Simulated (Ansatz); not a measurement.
Data:

```
CdS
1.0
    4.21848     0.00000     0.00000
    0.00000     4.21848     0.00000
    2.10924    -2.10924     2.87197
Cd S
1 1
Direct
  0.00000   0.00000   0.00000
  0.75000   0.75000   0.50000
```

No spin polarisation.

Level of theory: r2SCAN (Ansatz, a quantum-chemistry and plane-wave program; PAW; 500 eV plane waves; no spin-orbit coupling). Settings: 10×10×10 k-points, 0.05 eV Fermi–Dirac smearing.

Question: Predict the pressure, gap character and hole mass.

Answer: The pressure (mean of the normal stresses, compression positive) is -4.4 kbar and the gap character comes out as direct at Γ. The hole mass is 0.16 mₑ out of plane, 0.78 mₑ in plane (at Γ).

The cells carry an imposed strain or load. Effective masses come from finite differences of ±0.01 Å⁻¹. Whether these cells are dynamically stable was not tested. The cell was made from CdS in the zinc blende structure (space group F-43m, No. 216) by this change: biaxial strain +1.50 %, plane normal [001], relaxed out of plane.
